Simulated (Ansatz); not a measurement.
Base system: InAgTe$_{2}$ in the chalcopyrite structure (space group I-42d, No. 122; a = 6.569 Å, c = 12.999 Å). Axes: x, y, z lie along a, b, c of the conventional cell.

Computed with Ansatz (a first-principles code) PBE, no spin-orbit coupling.

Base values:

| Item | Result |
|---|---|
| Pressure | 0.0 GPa |

Now apply this change: tensile biaxial strain of 2.25 % in the plane normal to [001], as in epitaxy on a mismatched substrate; the out-of-plane cell vector and the atoms relax.

### Question
What happens to the pressure?

### Answer
The pressure (mean of the normal stresses, compression positive) goes from zero to -0.5 GPa.

### Question
What does the calculation give for the energy relative to the base after the change?

### Answer
The energy rises by 4.0 meV/atom.

Stability against distortions was not tested. All final runs are without spin polarisation. Gaps under 0.05 eV, about the width of the smearing, are given as zero.
